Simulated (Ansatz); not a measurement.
HfO2 under a change: pressure 22.5 GPa

Start from HfO$_{2}$ in the fluorite structure (space group Fm-3m, No. 225; a = 5.044 Å).

The change: a hydrostatic pressure of 22.5 GPa.

All numbers come from PBEsol, PAW, 420 eV (Ansatz, a quantum-chemistry and plane-wave program; without spin-orbit coupling). Settings: 11×11×11 k-points, 0.05 eV Fermi–Dirac smearing.

The volume per atom falls by 0.75 Å³ (10.69 Å³ → 9.94 Å³) and the density increases by 0.82 g/cm³ to 11.72 g/cm³. The lattice parameter a drops by 12.1 pm to 492.3 pm and the shortest interatomic distance falls by 5.2 pm, from 218.4 pm to 213.2 pm. The enthalpy H = E + PV relative to the base's energy comes out as +1.45 eV/atom and the band gap grows by 0.16 eV (3.69 eV → 3.85 eV). The gap character remains direct at X and the mean gap deformation potential ΔEg/Δln V comes out as -2.2 eV. The width of the top valence band goes up by 0.08 eV to 1.96 eV and the electron mass goes from 1.1 mₑ along k, 0.70 mₑ across (at X) to 1.0 mₑ along k, 0.67 mₑ across (at X).

Final structure:

```
CELL_PARAMETERS angstrom
      0.00000     2.46133     2.46133
      2.46133     0.00000     2.46133
      2.46133     2.46133     0.00000
ATOMIC_POSITIONS crystal
  Hf 0.00000 0.00000 0.00000
  O  0.25000 0.25000 0.25000
  O  0.75000 0.75000 0.75000
```

Spin-orbit coupling, missing from the scalar runs, can matter with Hf. Load acts through the strain it causes; cell and atoms are relaxed under it. Effective masses come from finite differences of ±0.01 Å⁻¹. Along k means along the line from Γ to the band edge. Stability against distortions was not tested. Competing high-pressure phases were not computed. This is not the structure that HfO2 has at room temperature and ambient pressure.
